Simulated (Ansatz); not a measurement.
Mg2SnO4 (Pbam, No. 55, 14 atoms in the cell; start mp-755856) was calculated with PBE0 in Ansatz (PAW).

Settings: plane-wave cutoff 460 eV, 4×2×6 k mesh (along the axes of the cell as run), Fermi–Dirac smearing 0.01 eV, scalar-relativistic PAW data made under PBE.

Cell (relaxed with PBEsol):

```
Mg2SnO4
1.0
    5.17121     0.00000     0.00000
    0.00000     9.82143     0.00000
    0.00000     0.00000     3.07590
Mg Sn O
4 2 8
Direct
  0.02106   0.28839   0.50000
  0.97894   0.71161   0.50000
  0.52106   0.21161   0.50000
  0.47894   0.78839   0.50000
  0.00000   0.00000   0.00000
  0.50000   0.50000   0.00000
  0.21707   0.82297   0.00000
  0.78293   0.17703   0.00000
  0.71707   0.67703   0.00000
  0.28293   0.32297   0.00000
  0.21127   0.08807   0.50000
  0.78873   0.91193   0.50000
  0.71127   0.41193   0.50000
  0.28873   0.58807   0.50000
```

**Question.** What does this level give for the band gap and smallest direct gap on the k points sampled?

**Answer.** 
band gap: 5.34 eV (on the SCF k mesh)
smallest direct gap on the k points sampled: 5.40 eV

Note: cell and atoms aren't relaxed at this level (pressure -2.2 GPa).

Spin–orbit coupling is not included.

The computed numbers hold no vibrational or temperature effects.

A start named mp-… is a Materials Project structure, which need not be a measured phase.

Ansatz is a program for electronic structure.
